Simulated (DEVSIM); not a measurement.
Device: GaP/Si p-n heterojunction, at 300 K.

Layer 1 from the left is GaP, thickness (μm) 0.0650, Na (cm⁻³) 6.8e16, τn (s) 1.2e-6, τp (s) 4e-7. Layer 2 from the left is Si, thickness (μm) 2.50, Nd (cm⁻³) 1.3e18, τn (s) 4e-7, τp (s) 4e-7.

Left contact: ohmic. Right contact: ohmic. Voltage is applied to the left contact. Recombination: SRH at mid-gap. Mobility is μmin + (μ − μmin)/(1 + (N/Nref)^α).

The device is made up for the run: typed textbook-type constants, with dimensions and the other settings drawn at random. Values at 300 K.

GaP: gap (eV) 2.26, affinity (eV) 3.8, permittivity 11.1, Nc (cm⁻³) 1.8e19, Nv (cm⁻³) 1.9e19, μn (cm²/Vs) 250, μp (cm²/Vs) 150, μn,min 10, μp,min 10, Nref,n 4.4e18, Nref,p 1e18, αn 0.8, αp 0.85. Si: gap (eV) 1.124, affinity (eV) 4.05, permittivity 11.7, Nc (cm⁻³) 2.86e19, Nv (cm⁻³) 3.1e19, μn (cm²/Vs) 1417, μp (cm²/Vs) 470, μn,min 52, μp,min 45, Nref,n 9.7e16, Nref,p 2.2e17, αn 0.68, αp 0.72.

DEVSIM, 1D drift-diffusion, Boltzmann statistics, complete ionisation; no tunnelling, impact ionisation, image-force lowering or self-heating. Band offsets follow the typed affinities; no thermionic-emission limit at abrupt steps, no polarisation charge.

Task: What does the simulation give for the dark forward voltage at 100 A/cm², the potential step across the device at zero bias?

Result: dark forward voltage at 100 A/cm² 1.593 V; potential step across the device at zero bias 1.784 V.
